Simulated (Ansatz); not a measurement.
For ZnInNO (model structure, started from the AlSiCN type, P3m1, No. 156, 4 atoms in the cell), PBE (Ansatz, a quantum-chemistry and plane-wave program, plane waves, PAW) gives:

```
Quantity                   Result
-------------------  ------------
lattice parameter a       3.483 Å
lattice parameter c       5.481 Å
bulk modulus B0           120 GPa
cohesive energy      3.56 eV/atom
```

Task: What does r²SCAN (Ansatz, plane waves, PAW) give for the same quantities?

Result: 
- lattice constant a: 3.449 Å (shrinks by 1.0 %)
- lattice parameter c: 5.398 Å (falls by 1.5 %)
- bulk modulus: 137 GPa (goes up by 14 %)
- cohesive energy: 3.68 eV/atom (rises by 0.12 eV/atom)

Changes are worked out from the printed values.

Unless a cell is named, each level is at its own relaxed cell (PBE 14.40, r²SCAN 13.90 Å³/atom).

Levels without +SOC leave out spin–orbit coupling, which shifts energies and cells of such heavy elements.

Caveats: the bulk modulus is −V dP/dV from two relaxed cells at ±2 % in volume (PBE, r²SCAN). Ansatz's density-functional and Hartree–Fock values are scalar-relativistic unless marked +SOC, with PAW data made under PBE.

A model structure was made by putting elements into a prototype or built by hand; it is no filed structure, need not be a known phase, and can be a saddle point held by its symmetry.
